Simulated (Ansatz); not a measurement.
**NaI under a change: tensor shear ε_xy = +1.71 %**

Consider NaI in the rock salt structure (space group Fm-3m, No. 225; a = 6.402 Å). Axes: x, y, z lie along the cube axes.

One thing is altered: a pure shear with ε_xy = ε_yx = 0.0171; the atoms relax in the strained cell.

The values are results of PBEsol, PAW, 420 eV (Ansatz, a quantum-chemistry and plane-wave program; without spin-orbit coupling), not measurements. k-mesh 9×9×9 (Γ-centred); smearing 0.05 eV (Fermi–Dirac).

```tsv
quantity	base	changed	shift
volume per atom	32.80 Å³	32.79 Å³	-0.01 Å³
space group	Fm-3m (No. 225)	Immm (No. 71)	–
shortest interatomic distance	6.049 bohr	6.049 bohr	0.000 bohr
energy relative to the base (free energy F)	0 meV/atom	+0.8 meV/atom	+0.8 meV/atom
pressure (mean of the normal stresses, compression positive)	0.01 GPa	0.01 GPa	0.00 GPa
band gap	3.60 eV	3.51 eV	-0.09 eV
gap character	direct at Γ	direct at Γ	–
valence-band top at Γ (three highest levels, from the VBM)	0.00, 0.00, 0.00 eV	0.00, -0.08, -0.16 eV	–
valley order (the lowest conduction-band minima on the path, energy above the VBM, named in the base's zone)	Γ 3.60 eV; X along ⟨100⟩ 4.47 eV; L along ⟨111⟩ 4.96 eV	Γ 3.51 eV; X along [001] 4.37 eV; X along [100] 4.39 eV; L along [1-11] 4.83 eV	–
stress (xx, yy, zz, yz, xz, xy; compression positive)	–	(0.02, 0.02, 0.00, 0.00, 0.00, -0.23) GPa	–
```

Final structure:

```
CELL_PARAMETERS angstrom
      0.05474     3.20105     3.20105
      3.20105     0.05474     3.20105
      3.25579     3.25579     0.00000
ATOMIC_POSITIONS crystal
  Na 0.00000 0.00000 0.00000
  I  0.50000 0.50000 0.50000
```

Spin-orbit coupling, missing from the scalar runs, can matter with I. Stability against distortions was not tested. Labels are those of the standard path for the cell's own space group.
